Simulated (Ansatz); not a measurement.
Given:

End structure of a constructed model of the (111)B surface of 3C silicon carbide, C-terminated, (√3x√3)R30° Ag adatom at H3 (bottom of the slab: 3 H on 3 bottom sites):

```
CELL_PARAMETERS angstrom
      4.64569     2.68219     0.00000
     -4.64569     2.68219     0.00000
      0.00000     0.00000    27.50000
ATOMIC_POSITIONS crystal
  Si 0.00000 0.33333 0.35089
  Si 0.33333 0.00000 0.35089
  Si 0.66667 0.66667 0.35089
  C  0.00000 0.66667 0.37388
  C  0.33333 0.33333 0.37388
  C  0.66667 0.00000 0.37388
  Si 0.00000 0.66690 0.44283
  Si 0.33310 0.33310 0.44283
  Si 0.66690 0.00000 0.44283
  C  0.00000 0.00000 0.46602
  C  0.33333 0.66667 0.46550
  C  0.66667 0.33333 0.46550
  Si 0.00000 0.00000 0.53555
  Si 0.33333 0.66667 0.53467
  Si 0.66667 0.33333 0.53467
  C  0.00000 0.33624 0.55724
  C  0.33624 0.00000 0.55724
  C  0.66376 0.66376 0.55724
  Si 0.00000 0.33700 0.62812
  Si 0.33700 0.00000 0.62812
  Si 0.66300 0.66300 0.62812
  C  0.00000 0.67193 0.64581
  C  0.32807 0.32807 0.64581
  C  0.67193 0.00000 0.64581
  H  0.00000 0.33372 0.29634
  H  0.33372 0.00000 0.29634
  H  0.66628 0.66628 0.29634
  Ag 0.00000 0.00000 0.70845
```

Set-up: 28 atoms, 11.2 Å thick at the start with caps and adatoms (thin: gaps and levels are the slab's own); mesh 6x6x1; 0.025 eV smearing; dipole correction on; 6 atoms held, the rest relaxed; start symmetry kept, larger cells not searched; no spin (no spin-polarised run to compare, though such a face may carry moments), no spin-orbit, no U. The slab shows no gap on its mesh. It is one candidate, not shown to be the stable structure of the face.

### Question
What work function of the top face does Ansatz (a first-principles code) with PBE give?

### Answer
4.17 eV
